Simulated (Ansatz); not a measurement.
The parent structure is GaN in the wurtzite structure (space group P6_3mc, No. 186; a = 3.152 Å, c = 5.138 Å). Axes: x lies along a and z along c of the hexagonal cell.

The values are results of LDA (Ansatz, a first-principles code), no spin-orbit coupling, not measurements.

For the base:

| Item | Value |
|---|---|
| Band gap | 2.13 eV |
| Electron mass | 0.18 mₑ along c, 0.20 mₑ across (at Γ) |

One thing is altered: a pure shear with ε_xz = ε_zx = 0.0067; the atoms relax in the strained cell.

Question: What does the calculation give for the band gap, stress, electron mass and energy relative to the base after the change?

Answer: The band gap drops by 0.02 eV to 2.11 eV; the stress (xx, yy, zz, yz, xz, xy; compression positive) comes out as (-0.01, 0.01, 0.02, 0.00, -1.29, 0.00) GPa; the electron mass goes from 0.18 mₑ along c, 0.20 mₑ across (at Γ) to 0.18 mₑ along z, 0.20 mₑ across (at Γ); the energy goes up by 0.6 meV/atom.

Effective masses come from finite differences of ±0.01 Å⁻¹. Stability against distortions was not tested.
